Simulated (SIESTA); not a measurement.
Input and output of a self-consistent single point for MnSi (P2_13, 8 atoms in the cell) (SIESTA).

Level of theory: GGA PBE, numerical atomic orbitals TZP, PseudoDojo PBE standard norm-conserving potentials (rewritten from UPF to PSML) run with SIESTA.

The change in words: lattice scaled by 0.98. Reference geometry:
```
MnSi
1.0
    4.48425     0.00000     0.00000
    0.00000     4.48425     0.00000
    0.00000     0.00000     4.48425
Mn Si
4 4
Direct
  0.36354   0.13646   0.86354
  0.13646   0.86354   0.36354
  0.86354   0.36354   0.13646
  0.63646   0.63646   0.63646
  0.65422   0.84578   0.15422
  0.84578   0.15422   0.65422
  0.15422   0.65422   0.84578
  0.34578   0.34578   0.34578
```
Moments meant for the start (each program seeds them in its own way; μB, in the order of the atoms Mn Mn Mn Mn Si Si Si Si): 4.0 4.0 4.0 4.0 0.0 0.0 0.0 0.0.

Reference input (self-consistent single point, DFT, GGA PBE, numerical atomic orbitals TZP, PseudoDojo PBE standard norm-conserving potentials (rewritten from UPF to PSML)): XC.functional = GGA; XC.authors = PBE; potentials = PseudoDojo PBE standard; PAO.BasisSize = TZP; PAO.EnergyShift = 0.01 Ry; MeshCutoff = 400 Ry; kgrid.MonkhorstPack = 5 5 5; OccupationFunction = FD; ElectronicTemperature = 50 meV; Spin = polarized; DM.InitSpin = [1 +4.00, 2 +4.00, 3 +4.00, 4 +4.00, 5 +0.00, 6 +0.00, 7 +0.00, 8 +0.00]; MaxSCFIterations = 150. This run's input differs from it in these lines:

```diff
@@ -12,5 +12,5 @@
 %block LatticeVectors
-     4.484250000    0.000000000    0.000000000
-     0.000000000    4.484250000    0.000000000
-     0.000000000    0.000000000    4.484250000
+     4.394565000    0.000000000    0.000000000
+     0.000000000    4.394565000    0.000000000
+     0.000000000    0.000000000    4.394565000
 %endblock LatticeVectors
@@ -18,10 +18,10 @@
 %block AtomicCoordinatesAndAtomicSpecies
-     1.630204245    0.611920755    3.872329245  1
-     0.611920755    3.872329245    1.630204245  1
-     3.872329245    1.630204245    0.611920755  1
-     2.854045755    2.854045755    2.854045755  1
-     2.933686035    3.792688965    0.691561035  2
-     3.792688965    0.691561035    2.933686035  2
-     0.691561035    2.933686035    3.792688965  2
-     1.550563965    1.550563965    1.550563965  2
+     1.597600160    0.599682340    3.794882660  1
+     0.599682340    3.794882660    1.597600160  1
+     3.794882660    1.597600160    0.599682340  1
+     2.796964840    2.796964840    2.796964840  1
+     2.875012314    3.716835186    0.677729814  2
+     3.716835186    0.677729814    2.875012314  2
+     0.677729814    2.875012314    3.716835186  2
+     1.519552686    1.519552686    1.519552686  2
 %endblock AtomicCoordinatesAndAtomicSpecies
```

The program printed (abridged):

```
        iscf     Eharris(eV)        E_KS(eV)     FreeEng(eV)     dDmax    Ef(eV) dHmax(eV)
   scf:    1   -12139.516113   -12278.562960   -12278.588632  0.757996 -2.716013 19.858669
     spin moment: {S} , |S| = {        0.0        0.0    7.70538 }     7.70538
   scf:    2   -12323.519160   -12304.266955   -12304.277621  0.073221 -3.658334 10.952550
     spin moment: {S} , |S| = {        0.0        0.0    8.05297 }     8.05297
   scf:    3   -12315.807518   -12314.117496   -12314.127801  0.072922 -4.796521  0.851187
     spin moment: {S} , |S| = {        0.0        0.0    8.13127 }     8.13127
   [... lines left out ...]
     spin moment: {S} , |S| = {        0.0        0.0    3.58622 }     3.58622
   scf:   24   -12315.366086   -12315.366087   -12315.399429  0.000016 -5.137561  0.000569
     spin moment: {S} , |S| = {        0.0        0.0    3.58635 }     3.58635
   scf:   25   -12315.366086   -12315.366087   -12315.399429  0.000014 -5.137572  0.000385
     spin moment: {S} , |S| = {        0.0        0.0    3.58648 }     3.58648
   scf:   26   -12315.366088   -12315.366087   -12315.399429  0.000008 -5.137577  0.000258
     spin moment: {S} , |S| = {        0.0        0.0    3.58660 }     3.58660
SCF Convergence by DM+H criterion
max |DM_out - DM_in|         :     0.0000076218
max |H_out - H_in|      (eV) :     0.0002581585
SCF cycle converged after 26 iterations

Using DM_out to compute the final energy and forces

siesta: E_KS(eV) =           -12315.3661

siesta: E_KS - E_eggbox =    -12315.3661

siesta: Atomic forces (eV/Ang):
     1   -0.244071    0.244073   -0.244072
     2    0.244071   -0.244073   -0.244072
     3   -0.244073   -0.244072    0.244072
     4    0.244073    0.244071    0.244072
     5    0.044420   -0.044419    0.044416
     6   -0.044420    0.044421    0.044418
     7    0.044415    0.044413   -0.044416
     8   -0.044414   -0.044415   -0.044418
   Tot    0.000000   -0.000000    0.000000
   Max    0.244073
   Res    0.175420    sqrt( Sum f_i^2 / 3N )
   Max    0.244073    constrained

   [... lines left out ...]
siesta: FreeEng =    -12315.399429
siesta: Cell volume =         84.868725 Ang**3
siesta:         195.54718822        206.15516049  kBar
   [... lines left out ...]
     1     0.660905   14.339095    1.013552  Mn
     2     0.660904   14.339096    1.013552  Mn
     3     0.660909   14.339091    1.013553  Mn
     4     0.660907   14.339093    1.013553  Mn
     5    -0.660906    4.660906   -0.116903  Si
     6    -0.660906    4.660906   -0.116903  Si
     7    -0.660906    4.660906   -0.116903  Si
     8    -0.660906    4.660906   -0.116903  Si
 Total    -0.000000                3.586596
```

The run converged in 26 iterations. Against the reference run the free energy goes up by 46.6 meV/atom, the pressure goes from 3.91 to 19.55 GPa, the largest force goes from 0.138 to 0.423 eV/Å and the size of the net moment goes from 0.48 to 0.45 μB/atom.

The starting cell comes from a database of computed structures (which also holds hypothetical and non-ambient phases and stackings), without a prior relaxation at this level. For this run, on top of that: lattice scaled by 0.98. The magnetic order is the one reached from the typed start; others were not searched systematically. Values carry the incompleteness of an atom-centred basis. With a pressure of about 20 GPa the cell is away from its equilibrium volume at this level.

Cost on one core of a shared machine: roughly 4 min.
